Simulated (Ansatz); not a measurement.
# ZnS, response to strain

Take ZnS in the wurtzite structure (space group P6_3mc, No. 186) as the base.

ZnS has the hexagonal space group P6₃mc (No. 186), the wurtzite structure, Pearson symbol hP4. Conventional cell: a = b = 3.7383 Å, c = 6.1429 Å, α = β = 90.00°, γ = 120.00°. Zn on 2b is coordinated by 4 S at 2.293–2.296 Å (tetrahedral). S on 2b has 4 Zn at 2.293–2.296 Å (tetrahedral). (Neighbours: up to the widest gap in distance over summed covalent radii, below 1.35, at either atom; cation-cation and far metal-metal contacts left out.)

Strains are applied to the cell and any free atomic positions relax.

Level of theory: LDA in Ansatz (plane waves to 420 eV, PAW, no spin-orbit coupling).

Candidates:
(a) isotropic strain −3.00 %
(b) isotropic strain −1.80 %
(c) isotropic strain −1.20 %

Base values:

```
Quantity    Value
--------  -------
Band gap  2.19 eV
```

Order them by band gap, lowest first.

(c) isotropic strain −1.20 % (2.36 eV), (b) isotropic strain −1.80 % (2.45 eV), (a) isotropic strain −3.00 % (2.62 eV)

No phonon test of stability was made.

Ansatz is an electronic-structure program.
